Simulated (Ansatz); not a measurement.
## How the smallest direct gap on the k points sampled of Sr2BeN2 (model structure, started from the Ca2ZnN2 type, I4/mmm, No. 139, 5 atoms in the cell) moves with the method

No measured value is used here.

### Question
Put these levels in order of the smallest direct gap on the k points sampled that they give for Sr2BeN2 (model structure, started from the Ca2ZnN2 type, I4/mmm, No. 139, 5 atoms in the cell), smallest first: HSE06 (Ansatz, an electronic-structure program), LDA (Ansatz), PBE0 (Ansatz), r²SCAN+SOC (Ansatz).

### Answer
LDA (0.84 eV), r²SCAN+SOC (1.32 eV), HSE06 (1.87 eV), PBE0 (2.55 eV)

Computed values are for a static lattice. Spin–orbit coupling is included only where a level's name says +SOC; with heavier elements it mostly lowers gaps and can invert bands.  Values are at the PBEsol cell. Cutoffs and k meshes differ between the levels. Ansatz's density-functional and Hartree–Fock values are scalar-relativistic unless marked +SOC, with PAW data made under PBE.

A model structure was made by putting elements into a prototype or built by hand; it is no filed structure, need not be a known phase, and can be a saddle point held by its symmetry.
